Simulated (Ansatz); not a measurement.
Reference: BaZrO3 (Pm-3m), PBEsol, rigid bands (plane waves, PAW, scalar-relativistic; Ansatz, an electronic-structure program); geometry: cell and atoms relaxed with PBEsol.

Space group Pm-3m (No. 221); a = b = c = 4.1807 Å, α = β = γ = 90.00°

```tsv
atom	site	symmetry	x	y	z
Ba	1a	m-3m	0.0000	0.0000	0.0000
Zr	1b	m-3m	0.5000	0.5000	0.5000
O	3c	4/mm.m	0.0000	0.5000	0.5000
```

| Quantity | Result |
|---|---|
| band gap | 3.17 eV |
| electron conductivity mass | 0.53 mₑ |
| hole conductivity mass | 1.99 mₑ |
| Seebeck coefficient, n-type 1e19 cm⁻³ | -346 μV/K |

Problem. Replace Ba by Sr on the same sites and relax. What happens?

Solution. SrZrO3 (Pm-3m): volume per atom 14.6 to 14.1 Å³; band gap stays about the same (3.17 eV to 3.31 eV); electron conductivity mass stays about the same (0.53 mₑ to 0.53 mₑ); hole conductivity mass stays about the same (1.99 mₑ to 1.95 mₑ); Seebeck coefficient, n-type 1e19 cm⁻³ stays about the same (-346 μV/K to -341 μV/K).

Moves up to 5 % count as about the same. Masses are for dilute carriers at 300 K, harmonic means over directions unless an axis is named. Seebeck coefficients are for the stated density at 300 K, with one relaxation time for all states and whether or not that doping can be reached. Spin-orbit coupling is left out.

SrZrO3 (Pm-3m): a high-temperature phase held by its symmetry.
